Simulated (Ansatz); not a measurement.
The parent structure is HfPbO₃ in the cubic perovskite structure (space group Pm-3m, No. 221; a cell from a computed database, its experimental status unchecked).

```xyz
5
Lattice="4.1189 0.0000 0.0000 0.0000 4.1189 0.0000 0.0000 0.0000 4.1189" Properties=species:S:1:pos:R:3 pbc="T T T"
Hf     2.0594     2.0594     2.0594
Pb     0.0000     0.0000     0.0000
O      0.0000     2.0594     2.0594
O      2.0594     0.0000     2.0594
O      2.0594     2.0594     0.0000
```

Levels (all Ansatz, an electronic-structure program, PAW): PBEsol (420 eV, no spin-orbit coupling); r2SCAN (500 eV, no spin-orbit coupling); HSE06 (420 eV, without spin-orbit coupling).

One geometry, relaxed with PBEsol, under each level:

| level | band gap | lowest conduction level above the VBM at special points | pressure |
|---|---|---|---|
| PBEsol | 2.37 eV | X 2.37 eV; Γ 4.19 eV; M 4.40 eV; R 5.83 eV | -0.01 GPa |
| r2SCAN | 2.92 eV | X 2.92 eV; Γ 4.81 eV; M 4.96 eV; R 6.37 eV | 1.74 GPa |
| HSE06 | ? | ? | – |

Give the withheld HSE06 results.


- HSE06, band gap: 3.51 eV
- HSE06, lowest conduction level above the VBM at special points: X 3.51 eV; Γ 5.64 eV; M 5.63 eV

Single points use the geometry relaxed with PBEsol. Their cutoffs differ, which shifts pressures a little. HSE06 gaps are upper bounds (no full band path). With Hf and Pb present, leaving out spin-orbit coupling can change the band edges. No phonon test of stability was made. Many cubic perovskites are stable only at high temperature; tilts and polar distortions were not tested.
